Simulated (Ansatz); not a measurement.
Given:

End structure of a constructed model of the (111) surface of fcc Pt, (√3x√3)R30° layer of S, one a cell, on the site that continues the host's stacking (bottom of the slab: a bare face, its two planes held):

```yaml
crystal:
  lattice:
    - [4.21082, 2.43112, 0.00000]
    - [-4.21082, 2.43112, 0.00000]
    - [0.00000, 0.00000, 29.50000]
  atoms:
    - { symbol: Pt, position: [0.00000, 0.66667, 0.27283] }
    - { symbol: Pt, position: [0.33333, 0.33333, 0.27283] }
    - { symbol: Pt, position: [0.66667, 0.00000, 0.27283] }
    - { symbol: Pt, position: [0.00000, 0.33333, 0.35053] }
    - { symbol: Pt, position: [0.33333, 0.00000, 0.35053] }
    - { symbol: Pt, position: [0.66667, 0.66667, 0.35053] }
    - { symbol: Pt, position: [0.00000, 0.00100, 0.42783] }
    - { symbol: Pt, position: [0.33434, 0.66667, 0.42783] }
    - { symbol: Pt, position: [0.66566, 0.33233, 0.42783] }
    - { symbol: Pt, position: [0.00000, 0.66667, 0.50500] }
    - { symbol: Pt, position: [0.33333, 0.33333, 0.50560] }
    - { symbol: Pt, position: [0.66667, 0.00000, 0.50560] }
    - { symbol: Pt, position: [0.00000, 0.33038, 0.58366] }
    - { symbol: Pt, position: [0.33628, 0.00295, 0.58366] }
    - { symbol: Pt, position: [0.66372, 0.66667, 0.58366] }
    - { symbol: Pt, position: [0.00000, 0.01110, 0.66281] }
    - { symbol: Pt, position: [0.34443, 0.66667, 0.66281] }
    - { symbol: Pt, position: [0.65557, 0.32223, 0.66281] }
    - { symbol: S, position: [0.00000, 0.66667, 0.71507] }
```

Slab: 19 atoms, 13.4 Å thick at the start; k 9x9x1, smearing 0.1 eV, dipole-corrected; 6 atoms held, the rest relaxed; symmetry of the start imposed; no spin, no spin-orbit, no U. It is one candidate, not shown to be the stable structure of the face.

Question: Estimate the work function of the top face that PBE in Ansatz (a program for electronic structure) returns for this input.

Answer: 5.03 eV
